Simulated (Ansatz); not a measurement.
Structures of equal composition on the (0001) surface of wurtzite ZnO (Zn plane on top): 2x2 Zn adatom at H3; 2x2 Zn adatom at T1; 2x2 Zn adatom at T4. The slabs share one bottom face, and each structure is named by its start. These are constructed structures in small cells; real faces may alloy, dewet or reconstruct in larger ones, and not all known structures of the face are among them. Slabs of about 14 Å, Fermi-Dirac smearing of 0.025 eV. Bottom of the slabs: H caps. Relaxed from the named starts with such symmetry as they have, on meshes of like density; energies extrapolated to zero smearing; spin only where a row says so; no spin-orbit coupling, no U. Brackets mark spin-polarised runs, whose order is one that fits the cell. Where a second, spin-polarised start was run, the lower counts.

Calculation: r2SCAN, at the PBE geometry (plane waves to 500 eV, PAW; Ansatz, a quantum-chemistry and plane-wave program).

Task: Rank these by energy per 1x1 cell (lowest first), as r2SCAN, at the PBE geometry gives it.

Result: 2x2 Zn adatom at H3 (0.000 eV, a narrow gap of 0.15 eV by band count), 2x2 Zn adatom at T4 (0.014 eV, a narrow gap of 0.13 eV by band count), 2x2 Zn adatom at T1 (0.038 eV, no gap on the mesh)
